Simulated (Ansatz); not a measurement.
Rh (Fm-3m), LDA, DFPT electron-phonon coupling, linearised Boltzmann equation run with Ansatz (a quantum-chemistry and plane-wave program): Condition of this run: functional LDA. phonon-limited resistivity 4.03 μΩ·cm at 300 K, 5.56 μΩ·cm at 400 K, current-weighted mean free path 8.7 nm, Drude plasma energy 10.35 eV.

Question: Estimate the resistivity of a 40 nm square wire with diffuse walls from ρ ≈ ρ₀(1 + 3ℓ/4d).

Answer: 1 + 0.75 × 8.7/40 = 1.16, so ρ ≈ 4.69 μΩ·cm and a line 1 μm long has 29.3 Ω. The formula is the free-electron limit for d well above ℓ; grain boundaries add to it.

Question: Estimate the electronic thermal conductivity at 300 K by the Wiedemann-Franz law (L₀ = 2.44×10⁻⁸ W·Ω/K²).

Answer: L₀T/ρ = 2.44×10⁻⁸ × 300/(4.03×10⁻⁸) = 182 W/(m·K). Inelastic scattering puts the true Lorenz number somewhat under L₀ near and below the Debye temperature.

Question: What Drude relaxation time do resistivity and plasma energy imply?

Answer: ω_p = 1.57e16 s⁻¹, so τ = 1/(ε₀ ω_p² ρ) = 11.3 fs, a damping ħ/τ of 58.1 meV.

A metal at this level (no band gap). Only scattering by harmonic phonons is included (no impurities, grain boundaries, electron-electron scattering or thermal expansion). Spin-orbit coupling is left out. Halving the electron mesh (40x40x40) moves the resistivity by up to 6 % at 300 K, the mean free path by up to 1 %. Smearing 0.20 eV; phonons on a 6x6x6 q mesh, which this run doesn't test.
